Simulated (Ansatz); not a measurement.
Problem. Name crystals whose band gap lies between 5.7 and 8.9 eV and whose hole conductivity mass lies between 5.3 and 8.3 mₑ, by PBEsol, rigid bands (Ansatz, an electronic-structure program).

Solution. Many crystals can fit; among those computed here:
- NaF (Fm-3m): 6.20 eV, 6.7 mₑ

Masses are for dilute carriers at 300 K, harmonic means over directions unless an axis is named. Spin-orbit coupling is left out.
